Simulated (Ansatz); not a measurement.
# PBE against r2SCAN: CdS

Consider CdS in the zinc blende structure (space group F-43m, No. 216; a = 5.927 Å).

(Cell as relaxed with PBE.)

Levels (all Ansatz, an electronic-structure program, PAW, earlier PAW set): PBE (420 eV, no spin-orbit coupling); r2SCAN (500 eV, no spin-orbit coupling).

Each level relaxes its own structure.

| quantity | PBE | r2SCAN |
|---|---|---|
| volume per atom | 26.03 Å³ | ___ |
| lattice parameter a | 5.927 Å | ___ |
| band gap | 1.04 eV | ___ |
| gap character | direct at Γ | ___ |
| electron mass | 0.12 mₑ | ___ |
| hole mass (degenerate bands, along [100]) | 0.13, 0.82, 0.82 mₑ | ___ |

Given the PBE results, estimate those of r2SCAN.


- volume per atom, r2SCAN: 25.40 Å³
- lattice parameter a, r2SCAN: 5.879 Å
- band gap, r2SCAN: 1.54 eV
- gap character, r2SCAN: direct at Γ
- electron mass, r2SCAN: 0.15 mₑ
- hole mass (degenerate bands, along [100]), r2SCAN: 0.16, 0.78, 0.78 mₑ

PBE's volume per atom lies 0.63 Å³ above r2SCAN's (2.5 %); PBE's lattice parameter a lies 0.048 Å above r2SCAN's (0.8 %); PBE's band gap lies 0.50 eV below r2SCAN's; the two agree on the gap character. Neither level is exact; r2SCAN is the comparison here, not a measurement.

Masses are band curvatures over ±0.01 Å⁻¹ around the edge. Whether these cells are dynamically stable was not tested.
